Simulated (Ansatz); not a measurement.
The parent structure is NbAs (space group I4_1md, No. 109; relaxed with 0.1 eV smearing).

```
NbAs
1.0
   -1.73693     1.73693     5.87465
    1.73693    -1.73693     5.87465
    1.73693     1.73693    -5.87465
Nb As
2 2
Direct
  0.99889   0.99889   0.00000
  0.74889   0.24889   0.50000
  0.41711   0.41711   0.00000
  0.16711   0.66711   0.50000
```

Method: Kohn–Sham DFT with the PBE functional, run in Ansatz (a program for electronic structure) with PAW and 420 eV plane waves, no spin-orbit coupling.

Base values:

```
Item       Result
--------  -------
Pressure  0.0 GPa
Band gap     zero
```

One thing is altered: an isotropic linear strain of −5.83 %; the atoms relax in the strained cell.

Q: How does this affect the energy relative to the base, pressure and band gap?

A: The energy rises by 0.339 eV/atom; the pressure (mean of the normal stresses, compression positive) goes from zero to 43.7 GPa; the band gap is still zero.

Whether these cells are dynamically stable was not tested. All final runs are without spin polarisation. The zero or small gap of NbAs can change with the level of theory.
